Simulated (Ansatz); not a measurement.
**Response to strain in WS2**

Base system: WS2 (space group P6_3/mmc, No. 194; layered, stacked along the Cartesian z axis).

```yaml
crystal:
  lattice:
    - [3.15413, 0.00000, 0.00000]
    - [-1.57707, 2.73156, 0.00000]
    - [0.00000, 0.00000, 12.14083]
  atoms:
    - { symbol: W, position: [0.66667, 0.33333, 0.75000] }
    - { symbol: W, position: [0.33333, 0.66667, 0.25000] }
    - { symbol: S, position: [0.66667, 0.33333, 0.37970] }
    - { symbol: S, position: [0.33333, 0.66667, 0.87970] }
    - { symbol: S, position: [0.33333, 0.66667, 0.62030] }
    - { symbol: S, position: [0.66667, 0.33333, 0.12030] }
```

Cartesian axes are those of the cell as printed.

Strains are applied to the cell and any free atomic positions relax.

All numbers come from Ansatz (a quantum-chemistry and plane-wave program), PBE-D3(BJ), PAW, cutoff 420 eV, no SOC.

Notes on the quantities. pressure: mean of the normal stresses, compression positive.

| case | pressure | largest internal atomic displacement | volume per atom | band gap | hole mass |
|---|---|---|---|---|---|
| base | 0.0 kbar | – | 17.43 Å³ | 0.88 eV | 0.88 mₑ along c, 0.55 mₑ across (at Γ) |
| uniaxial strain ε_zz = +0.60 % | -1.7 kbar | – | 17.54 Å³ | 0.92 eV | 0.86 mₑ along z, 0.58 mₑ across (at Γ) |
| uniaxial strain ε_zz = +1.20 % | -3.0 kbar | 0.017 Å | 17.64 Å³ | 0.95 eV | 0.84 mₑ along z, 0.61 mₑ across (at Γ) |
| uniaxial strain ε_zz = +1.80 % | -4.1 kbar | 0.026 Å | 17.75 Å³ | 0.98 eV | 0.82 mₑ along z, 0.63 mₑ across (at Γ) |
| uniaxial strain ε_zz = +2.40 % | -5.5 kbar | 0.035 Å | 17.85 Å³ | 1.01 eV | 0.80 mₑ along z, 0.66 mₑ across (at Γ) |
| uniaxial strain ε_zz = +3.00 % | [?] | [?] | 17.96 Å³ | [?] | [?] |

Task: Complete the table.

Result: 
- uniaxial strain ε_zz = +3.00 %, pressure: -6.4 kbar
- uniaxial strain ε_zz = +3.00 %, largest internal atomic displacement: 0.044 Å
- uniaxial strain ε_zz = +3.00 %, band gap: 1.05 eV
- uniaxial strain ε_zz = +3.00 %, hole mass: 0.78 mₑ along z, 0.69 mₑ across (at Γ)

With W present, leaving out spin-orbit coupling can change the band edges. Masses are band curvatures over ±0.01 Å⁻¹ around the edge. No phonon test of stability was made.
